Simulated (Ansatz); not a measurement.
**Bulk modulus B0 of MoP (model structure, from the CsCl type, Pm-3m, No. 221) at several levels of theory**

No measured value is used here.

| level (code) | value (GPa) | cell (Å³/atom) |
|---|---|---|
| LDA (Ansatz) | 265 | 12.97 |
| PBE (Ansatz) | 234 | 13.54 |
| PBEsol (Ansatz) | 256 | 13.16 |

LDA, PBE, PBEsol: the run has no spin polarisation, so it can have missed a magnetic state. LDA, PBE, PBEsol: the bulk modulus is −V dP/dV from two relaxed cells at ±2 % in volume. Each level is taken at its own relaxed cell. Ansatz's density-functional and Hartree–Fock values are scalar-relativistic unless marked +SOC, with PAW data made under PBE.

A model structure was made by putting elements into a prototype or built by hand; it is no filed structure, need not be a known phase, and can be a saddle point held by its symmetry.

Ansatz is an electronic-structure program.
